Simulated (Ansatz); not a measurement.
CdSe: energy against strain

CdSe (zinc blende, F-43m, 28.116 Å³/atom at rest, cube axes along x, y and z) under a strain ε along a cube axis (axis z), the other axes held. PBEsol in Ansatz, a plane-wave DFT program (PAW, default set), 420 eV, 9×9×9 Γ-centred mesh, Fermi-Dirac smearing 0.05 eV; ions are relaxed within the symmetry of each cell.

Here s stands for strain and y for E less E0.

| strain (%) | E less E0 (meV/atom) |
|---|---|
| -3.00 | ? |
| -1.50 | 1.28 |
| -1.00 | 0.57 |
| -0.50 | 0.15 |
| 0.00 | 0.00 |
| 0.50 | 0.14 |
| 1.00 | 0.55 |
| 1.50 | 1.24 |

Taking a parabola for y over the 7 complete rows: Least squares gives y = 0.003 - 0.0121·s + 0.5586·s². Residuals (row less fit): 0.002, -0.004, 0.001, -0.003, 0.003, 0.001, -0.002; standard error 0.003 (degrees of freedom: 4). Twice the quadratic coefficient over the volume, 2 × 0.5586 meV × 10⁴ × 0.1602 / 28.116 Å³, is the elastic constant C11 = 64 ± 0.2 GPa.

Problem. What does the fit predict for y at s = -3.00, and how far is the calculated value from it?

Solution. y = 0.003 - 0.0121 × (-3.0) + 0.5586 × (-3.0)² = 5.067 meV/atom. The calculation gives 5.16 meV/atom, 0.093 meV/atom above the prediction (1.8 % of the range of y in the table). The row lies outside the fitted rows, so this is an extrapolation. The fitted rows scatter only by rounding.

One order more, fitted to all 13 runs of the series, follows each within 0.01, so the miss is the next term of a smooth law. CdSe stands in this structure, whereas wurtzite is the usual form. Rows are the converged runs of the series near zero and its far end; series whose fitted rows scatter by over a few per cent of the range, as at a crossing or softening among them, aren't shown in this form. Most that stay on the fit to the last digits aren't either.
